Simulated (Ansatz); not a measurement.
# What uniaxial strain ε_xx = +1.00 % does to TiB2

The reference is TiB₂ (space group P6/mmm, No. 191; a = 3.017 Å, c = 3.185 Å). Axes: x lies along a and z along c of the hexagonal cell.

The change: the cell is stretched by 1.00 % along x with no lateral relaxation; the atoms relax in the strained cell.

Level of theory: PBEsol/PAW in Ansatz (an electronic-structure program), scalar-relativistic without spin-orbit coupling. Γ-centred 13×13×10 mesh, Fermi–Dirac width 0.05 eV.

```csv
quantity,base,changed,shift
volume per atom,8.37 Å³,8.45 Å³,+0.08 Å³
shortest interatomic distance,1.742 Å,1.744 Å,+0.002 Å
energy relative to the base (free energy F),0 meV/atom,+1.7 meV/atom,+1.7 meV/atom
"pressure (mean of the normal stresses, compression positive)",0.0 GPa,-2.8 GPa,-2.8 GPa
band gap,zero,zero,–
"stress (xx, yy, zz, yz, xz, xy; compression positive) (rough)",–,"(-6.6, -0.6, -1.1, 0.0, 0.0, 0.0) GPa",–
```

Final structure:

```yaml
crystal:
  lattice:
    - [3.04756, 0.00000, 0.00000]
    - [-1.52378, 2.61313, 0.00000]
    - [0.00000, 0.00000, 3.18507]
  atoms:
    - { symbol: Ti, position: [0.00000, 0.00000, 0.00000] }
    - { symbol: B, position: [0.66686, 0.33372, 0.50000] }
    - { symbol: B, position: [0.33314, 0.66628, 0.50000] }
```

The mesh was chosen for an insulator and is coarse for the gapless case. Without a gap, meshes like the base's 13×13×10 leave anisotropic stresses uncertain by several tenths of a GPa, and small strain energies with them. Stability against distortions was not tested. The final runs are not spin-polarised.
